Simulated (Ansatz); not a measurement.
## Mg interstitial (silicon host)

Method: PBE, PAW (plane waves to 420 eV; Ansatz, a first-principles code). A 2×2×2 supercell of 64 sites was used; the energies come from a 2×2×2 shifted sampling of its zone. Site at the start: void with 4Si nearest. Charged cells carry a point-charge image correction with potential alignment at far atoms. Dielectric constants: PBE linear response of the host. Host gap at this level: 0.61 eV. These values are not converged in cell size to better than tenths of an eV. PBE underestimates the host's gap, which shifts levels and can delocalise carriers. Spin–orbit coupling is left out. Each state is the lowest found from its start.

Formation energies E_f are given with the Fermi level at the valence-band maximum. Chemical conditions: impurity bounded by its compound with the host (Δμ(Mg) = -0.24 eV, bounded by antifluorite Mg2Si; only phases computed here count, gases as isolated molecules at 0 K). Reference phases: Mg: hcp Mg.

The name describes the start; the neighbours show where the added atom ended.

```tsv
charge	moment (μB)	point group	largest move off a lattice site (Å)	neighbours of the added atom at the end (Å)	image correction with alignment (eV)	E_f, impurity bounded by its compound with the host (eV)
+2	not spin-polarised	Td	0.15	Si 2.52, Si 2.52, Si 2.52, Si 2.52	0.82	1.57
+1†	fractional	–	0.15	Si 2.51, Si 2.51, Si 2.51, Si 2.52	0.29	–
0†	not spin-polarised	–	0.14	Si 2.51, Si 2.51, Si 2.51, Si 2.51	0.00	2.51
```

† Not settled in this cell, so no level is given: charge +1: fractional moment, carriers not clearly localised; charge 0: carriers not clearly localised, level within 0.1 eV of a band edge or past it.

Point groups are those of the whole cell at tolerances of 0.03 and 0.1 Å ("near" where only the looser one holds); none is given for unsettled states.

No other site or start that was run ended lower by more than 0.1 eV.
